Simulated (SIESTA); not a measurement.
A user runs SIESTA on TiTl2F6 (P-3m1, 9 atoms in the cell) and asks whether the run is sound. The aim is a self-consistent single point with DFT, GGA PBEsol, numerical atomic orbitals DZP, PseudoDojo PBEsol standard norm-conserving potentials (rewritten from UPF to PSML).

Cell that was meant: a = 6.0594 Å, b = 6.0594 Å, c = 4.8771 Å, α = 90.00°, β = 90.00°, γ = 120.00°.

Part of the input:

```
    0   0   4  0.0
%endblock kgrid.MonkhorstPack
OccupationFunction           FD
ElectronicTemperature        1000.0 meV

MaxSCFIterations             150
SCF.Mixer.Method             Broyden
```

The program printed (abridged):

```
reinit: Reading from file input.fdf

reinit: System Name: TiTl2F6
reinit: System Label: TiTl2F6

   [... lines left out ...]
       -3.029681    5.247562    0.000000
        0.000000    0.000000    4.877101

outcell: Cell vector modules (Ang)   :    6.059362    6.059362    4.877101
outcell: Cell angles (23,13,12) (deg):     90.0000     90.0000    120.0000
outcell: Cell volume (Ang**3)        :    155.0766
new_DM -- step:     1
Initializing Density Matrix...

Attempting to read DM from file... Failed...
DM filled with atomic data:

InitMesh: MESH = 60 x 60 x 54 = 194400
InitMesh: Mesh cutoff (required, used) =   300.000   338.818 Ry

stepf: Fermi-Dirac step function
        iscf     Eharris(eV)        E_KS(eV)     FreeEng(eV)     dDmax    Ef(eV) dHmax(eV)
   scf:    1    -8916.182008    -8922.687972    -8926.077263  1.637741 -5.428195 12.760138
   scf:    2    -8924.318079    -8928.058282    -8934.755340  0.151770 -5.931994  4.225725
   scf:    3    -8930.454201    -8929.681118    -8935.548544  0.071294 -5.619524  1.673524
   scf:    4    -8928.650470    -8929.260950    -8935.720604  0.040640 -5.648441  0.560135
   scf:    5    -8929.719637    -8929.546295    -8935.711158  0.028889 -5.646852  1.211131
   scf:    6    -8928.838141    -8929.234598    -8935.751096  0.011992 -5.687931  0.521750
   scf:    7    -8929.545638    -8929.398704    -8935.758279  0.006462 -5.666601  0.243416
   scf:    8    -8929.288260    -8929.344471    -8935.760472  0.001658 -5.669701  0.010858
   scf:    9    -8929.349334    -8929.346904    -8935.760477  0.000212 -5.668925  0.001380
   scf:   10    -8929.346377    -8929.346641    -8935.760477  0.000052 -5.668781  0.000730
SCF Convergence by DM+H criterion
max |DM_out - DM_in|         :     0.0000515584
max |H_out - H_in|      (eV) :     0.0007297271
SCF cycle converged after 10 iterations

Using DM_out to compute the final energy and forces

siesta: E_KS(eV) =            -8929.3466

siesta: E_KS - E_eggbox =     -8929.3466

siesta: Atomic forces (eV/Ang):
     1    0.000000    0.000000    0.000000
     2    0.000001   -0.000001   -0.008162
     3   -0.000001    0.000001    0.008162
     4   -0.199215    0.115017   -0.109580
     5    0.199215   -0.115017    0.109580
     6    0.000029   -0.230023   -0.109590
     7   -0.000029    0.230023    0.109590
     8    0.199222    0.114986   -0.109591
     9   -0.199222   -0.114986    0.109591
   Tot   -0.000000    0.000000   -0.000000
   [... lines left out ...]
siesta: FreeEng =     -8935.760477
   [... lines left out ...]
siesta:     0.000027    0.010430   -0.000000
siesta:     0.000000   -0.000000    0.009461

siesta: Cell volume =        155.076584 Ang**3

siesta: Pressure (static):
siesta:                Solid            Molecule  Units
siesta:          -0.00010996         -0.00002796  Ry/Bohr**3
siesta:          -0.01009643         -0.00256694  eV/Ang**3
siesta:         -16.17626084         -4.11269106  kBar
```

Q: Can these results be used? Check the input.

A: The run is not sound. The fault is a smearing width that is far too large. A width of many tenths of an electronvolt moves electrons far across the Fermi level or the gap, and the free energy and its derivatives carry a large smearing term. To fix it, use a width small against the gap or band features. The run converged in 10 iterations without an error; against the sound input the free energy goes down by 211 meV/atom, the pressure goes from -5.64 to -1.62 GPa, the largest force goes from 0.763 to 0.255 eV/Å and the gap on the mesh goes from 3.670 to 4.737 eV.

The sound input it was made from differs as follows (other fixes are possible):
```diff
-ElectronicTemperature        1000.0 meV
+ElectronicTemperature        10 K
```

With that input, the run converged in 10 iterations: free energy E − TS -8933.8579 eV; top of the valence band (on the code's own zero) -8.12 eV; gap on the k-point mesh 3.67 eV; pressure -5.64 GPa; largest force (vector length) 0.763 eV/Å (DFT, GGA PBEsol, numerical atomic orbitals DZP, PseudoDojo PBEsol standard norm-conserving potentials (rewritten from UPF to PSML)).

On the sound input: the starting cell comes from a database of computed structures (which also holds hypothetical and non-ambient phases and stackings), without a prior relaxation at this level. Its lattice was rescaled by a random factor within 2.5 % of one. Spin-orbit coupling is off. Values carry the incompleteness of an atom-centred basis. With a pressure of about -6 GPa the cell is away from its equilibrium volume at this level.
